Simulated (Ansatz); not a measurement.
We consider CsCl-type MgO (model structure) (like a known high-pressure phase), described by PBEsol (PAW; Ansatz, a program for electronic structure).

Run with plane-wave cutoff 500 eV, 16×16×16 k mesh, Fermi–Dirac smearing 0.05 eV, scalar-relativistic PAW data made under PBE.

Cell (relaxed at this level):

```
MgO
1.0
    2.63367     0.00000     0.00000
    0.00000     2.63367     0.00000
    0.00000     0.00000     2.63367
Mg O
1 1
Direct
  0.00000   0.00000   0.00000
  0.50000   0.50000   0.50000
```

Problem. Estimate the band gap that the calculation returns.

Solution. 
band gap: 2.47 eV (on the SCF k mesh)

Computed values are for the static lattice.

A model structure was made by putting elements into a prototype or built by hand; it is no filed structure, need not be a known phase, and can be a saddle point held by its symmetry.
